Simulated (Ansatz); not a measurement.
## Si (diamond structure), cut as (110) films, ended by OH: gap against thickness

Method: PBE (plane waves to 420 eV, PAW; Ansatz, an electronic-structure program).

Model cells with vacuum, atoms relaxed in the symmetry of the start, in-plane lattice held; no spin polarisation, no spin-orbit coupling. t is the distance of the outer layers as cut. All 6 runs at hand. Cells whose bonds changed on relaxing and films under three layers or without a resolved gap are not counted.

```csv
cell,t (Å),Kohn-Sham gap (eV),fit,residual
Si6O4H4,3.87,1.14,1.24,-0.10
Si8O4H4,5.80,1.16,1.05,0.11
Si10O4H4,7.74,1.03,0.96,0.07
Si24O4H4,21.27,0.75,0.78,-0.03
Si36O4H4,32.88,0.69,0.74,-0.05
```

Least squares on these 5 rows with a + b/t gives a = 0.6784, b = 2.162; the standard error (residuals over rows less coefficients) is 0.101 eV. It is the least of the forms tried; the others: a + b/t^1.5, 0.128 eV; a + b/t^2, 0.152 eV. The chosen form's error is 46 % of the rows' own spread, so it follows them only loosely.

Task: One run of the series is withheld: Si30O4H4, t (Å) 27.08. What does the fit predict for it, and what does the run give?

Result: The fit gives 0.76 eV; the run gives 0.72 eV. The fit is high by 0.04 eV, within twice its standard error.
